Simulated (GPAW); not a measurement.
## A self-consistent single point of CuCl (F-43m, 2 atoms in the cell) with GPAW

Level of theory: PBE, GPAW PAW datasets PBE (gpaw-data 1.0.1) (plane waves; GPAW 25.7.0).

Input as run:

```python
from ase import Atoms
from ase.units import GPa
from gpaw import GPAW

atoms = Atoms(['Cu', 'Cl'],
              cell=[[0.000000, 2.654146, 2.654146],
                    [2.654146, 0.000000, 2.654146],
                    [2.654146, 2.654146, 0.000000]],
              scaled_positions=[[0.000000, 0.000000, 0.000000],
                                [0.250000, 0.250000, 0.250000]],
              pbc=True)

calc = GPAW(mode={'name': 'pw', 'ecut': 850},
            xc='PBE',
            kpts=(11, 11, 11),
            occupations={'name': 'methfessel-paxton', 'width': 0.01, 'order': 0},
            nbands=-4,
            convergence={'bands': -2},
            symmetry={'symmorphic': False, 'tolerance': 0.0005},
            maxiter=120,
            txt='-')

atoms.calc = calc

energy = atoms.get_potential_energy()
print('Energy (eV):', round(energy, 6))
forces = atoms.get_forces()
print('Forces (eV/Ang):')
print(forces.round(5))
stress = atoms.get_stress()
print('Stress (GPa, Voigt):', (stress / GPa).round(4))
```

Output, abridged:

```
Input parameters:
  convergence: {bands: -2}
  kpts: [11 11 11]
  maxiter: 120
  mode: {ecut: 850,
         name: pw}
  nbands: -4
  occupations: {name: methfessel-paxton,
                order: 0,
                width: 0.01}
  symmetry: {symmorphic: False,
             tolerance: 0.0005}
  xc: PBE

species:
  Cu:
    name: Copper
    Z: 29.0
    valence: 11
    core: 18
    charge: 0.0
    file: Cu.PBE.gz

    # Using partial waves for Cu as LCAO basis

  Cl:
    name: Chlorine
    Z: 17.0
    valence: 7
    core: 10
    charge: 0.0
    file: Cl.PBE.gz

    # Using partial waves for Cl as LCAO basis

Reference energy: -57576.401237  # eV

Spin-paired calculation

Convergence criteria:
 Maximum [total energy] change in last 3 cyles: 0.0005 eV / valence electron
 Maximum integral of absolute [dens]ity change: 0.0001 electrons / valence electron
 Maximum integral of absolute [eigenst]ate change: 4e-08 eV^2 / valence electron
 Maximum number of scf [iter]ations: 120

Symmetries present (total): 24
Symmetries with fractional translations: 0
1331 k-points: 11 x 11 x 11 Monkhorst-Pack grid
56 k-points in the irreducible part of the Brillouin zone
       k-points in crystal coordinates                weights
   0:     0.00000000    0.00000000    0.00000000          1/1331
   1:     0.09090909    0.09090909    0.00000000          6/1331
   2:     0.09090909    0.09090909    0.09090909          8/1331
   [... 7 lines left out ...]
          ...
  55:     0.45454545    0.45454545    0.45454545          8/1331

Wave functions: Plane wave expansion
  Cutoff energy: 850.000 eV
  Number of coefficients (min, max): 2077, 2136
  Pulay-stress correction: 0.000000 eV/Ang^3 (de/decut=0.000000)

Occupation numbers: Methfessel-Paxton:
  width: 0.0100  # eV
  order: 0

Eigensolver

Densities:
  Coarse grid: 27*27*27 grid
  Fine grid: 54*54*54 grid
  Total Charge: 0.000000

Density mixing:
  Method: separate
  Backend: pulay
  Linear mixing parameter: 0.05
  old densities: 5
  Damping of long wavelength oscillations: 50

Hamiltonian:
  XC and Coulomb potentials evaluated on a 54*54*54 grid
  External potential:
    NoExternalPotential

XC parameters: PBE with 2 nearest neighbor stencil

Number of atoms: 2
Number of atomic orbitals: 13
Number of bands in calculation: 13
Number of valence electrons: 18
Bands to converge: 11

Density initialized from atomic densities
  13 bands from LCAO basis set

Atomic positions and initial magnetic moments

Positions:
   0 Cu     0.000000    0.000000    0.000000    ( 0.0000,  0.0000,  0.0000)
   1 Cl     1.327073    1.327073    1.327073    ( 0.0000,  0.0000,  0.0000)

Unit cell:
           periodic     x           y           z      points  spacing
  1. axis:    yes    0.000000    2.654146    2.654146    27     0.1135
  2. axis:    yes    2.654146    0.000000    2.654146    27     0.1135
  3. axis:    yes    2.654146    2.654146    0.000000    27     0.1135

  Lengths:   3.753529   3.753529   3.753529
  Angles:   60.000000  60.000000  60.000000

Effective grid spacing dv^(1/3) = 0.1239

     iter     time        total  log10-change:
                         energy   eigst   dens
iter:   1 --:--:--    -6.341416   +0.97
iter:   2 --:--:--    -6.402515   +0.12  -1.61
iter:   3 --:--:--    -6.550502   -0.67  -1.61
iter:   4 --:--:--    -6.285738   -1.20  -1.54
iter:   5 --:--:--    -6.281694   -1.25  -1.71
iter:   6 --:--:--    -6.262388   -2.22  -2.19
iter:   7 --:--:--    -6.351048   -1.46  -2.18
iter:   8 --:--:--    -6.261345   -1.40  -1.96
iter:   9 --:--:--    -6.258324   -2.97  -2.74
iter:  10 --:--:--    -6.258234c  -3.86  -3.22
iter:  11 --:--:--    -6.258252c  -4.35  -3.24
iter:  12 --:--:--    -6.258201c  -4.95  -3.25
iter:  13 --:--:--    -6.258289c  -4.72  -3.28
iter:  14 --:--:--    -6.258213c  -4.42  -3.46
iter:  15 --:--:--    -6.258208c  -6.06  -4.11c
iter:  16 --:--:--    -6.258208c  -7.10  -4.40c
iter:  17 --:--:--    -6.258208c  -7.90c -4.41c

Converged after 17 iterations.

Dipole moment: (-3.070736, -3.070736, -3.070736) |e|*Ang

Energy contributions relative to reference atoms: (reference = -57576.401237)

Kinetic:         +5.780736
Potential:       -5.690785
External:        +0.000000
XC:              -6.459409
Entropy (-ST):   -0.000000
Local:           +0.111250
SIC:             +0.000000
--------------------------
Free energy:     -6.258208
Extrapolated:    -6.258208

Showing only first 2 kpts
 Kpt  Band  Eigenvalues  Occupancy
  0     7      4.93048    2.00000
  0     8      4.93048    2.00000
  0     9      5.58278    0.00000
  0    10     11.56368    0.00000

  1     7      4.80956    2.00000
  1     8      4.80956    2.00000
  1     9      6.14077    0.00000
  1    10     11.18343    0.00000

Fermi level: 5.54108

Gap: 0.652 eV
Transition (v -> c):
  (s=0, k=0, n=8, [0.00, 0.00, 0.00]) -> (s=0, k=0, n=9, [0.00, 0.00, 0.00])
No difference between direct/indirect transitions
Energy (eV): -6.258208

Forces in eV/Ang:
  0 Cu    0.00000    0.00000    0.00000
  1 Cl    0.00000   -0.00000    0.00000

Stress tensor:
    -0.027043    -0.000000    -0.000000
    -0.000000    -0.027043     0.000000
    -0.000000     0.000000    -0.027043
Stress (GPa, Voigt): [-4.3327 -4.3327 -4.3327  0.     -0.     -0.    ]
```

The run converged in 17 iterations. GPAW prints stress with tension positive.

The starting cell has typed, rounded lattice constants, without a prior relaxation at this level. Its lattice was rescaled by a random factor within 2.5 % of one. With a pressure of about 4 GPa the cell is away from its equilibrium volume at this level.

Cost on one core of a shared machine: roughly 50 s.
